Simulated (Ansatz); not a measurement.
## How the c axis length of Ta2SnN (model structure, started from the MAX type, P6₃/mmc, No. 194, 8 atoms in the cell) moves with the method

No measured value is used here.

```json
[
 {"level (code)": "LDA (Ansatz)", "value (Å)": "13.305"},
 {"level (code)": "PBE (Ansatz)", "value (Å)": "13.579"},
 {"level (code)": "PBEsol (Ansatz)", "value (Å)": "?"},
 {"level (code)": "r²SCAN (Ansatz)", "value (Å)": "13.405"}
]
```

Problem. Complete the blanks.

Solution. 
- PBEsol (Ansatz, a program for electronic structure), value (Å): 13.456

Density-functional levels without +SOC have no spin–orbit coupling. Cutoffs differ between the levels. Ansatz's density-functional and Hartree–Fock values are scalar-relativistic unless marked +SOC, with PAW data made under PBE.

A model structure was made by putting elements into a prototype or built by hand; it is no filed structure, need not be a known phase, and can be a saddle point held by its symmetry.
